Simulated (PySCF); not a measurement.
PySCF 2.14.0, TPSSH/def2-svp, df: Cu(H)(MeCN) (CC#[N]->[CuH]), 8 atoms. The geometry is a generated start, not checked to be a minimum at this level.

```
Property                      Result
-------------------  ---------------
task                          energy
method                         tpssh
basis                       def2-svp
two-electron scheme  density fitting
mol.max_memory               3000 MB
mf.max_cycle                     100
mf.conv_tol          1e-09 (default)
mf.grids.level           3 (default)
basis functions                   93
grid points                   102016
```

```xyz
8

Cu    -1.7125    -0.4849    -2.0336
H     -2.6429    -0.7399    -3.1254
C      1.0314     0.2908     1.2267
C      0.1310     0.0350     0.1483
N     -0.5949    -0.1708    -0.7257
H      0.9871     1.3456     1.4988
H      2.0479     0.0403     0.9227
H      0.7529    -0.3162     2.0882
```

Charge 0 and multiplicity 1 are set for this test and not shown to be the ground state.

With the defaults (mf.init_guess = minao, mf.DIIS = CDIIS, mf.damp = 0, mf.diis_start_cycle = 1, mf.diis = true, mf.diis_space = 8, mf.level_shift = 0) it converges in 17 Fock builds. One run each on 2 threads, 1 BLAS thread, with these changes:
- mf.level_shift = 0.1 Hartree
- mf.damp = 0.3, mf.diis_start_cycle = 4
- mf.damp = 0.7, mf.diis_start_cycle = 8
- mf.diis = false
- mf.init_guess = mod_huckel
- mf.diis_space = 20
- mf.DIIS = ADIIS
- mf.DIIS = EDIIS
- mf.init_guess = 1e

Task: Which of these changes keep the SCF from converging, or lead it to another solution?

Result: No convergence: mf.init_guess = 1e; mf.DIIS = EDIIS; mf.damp = 0.3, mf.diis_start_cycle = 4; mf.diis = false (the run ends without SCF convergence in 100 cycles). The rest reach the solution of the defaults.

| setting | Fock builds | end |
|---|---|---|
| mf.level_shift = 0.1 Hartree | 14 | same solution |
| the defaults | 17 | same solution |
| mf.damp = 0.7, mf.diis_start_cycle = 8 | 17 | same solution |
| mf.diis_space = 20 | 17 | same solution |
| mf.DIIS = ADIIS | 29 | same solution |
| mf.init_guess = mod_huckel | 29 | same solution |
| mf.init_guess = 1e | 101 | no convergence |
| mf.DIIS = EDIIS | 101 | no convergence |
| mf.damp = 0.3, mf.diis_start_cycle = 4 | 101 | no convergence |
| mf.diis = false | 101 | no convergence |
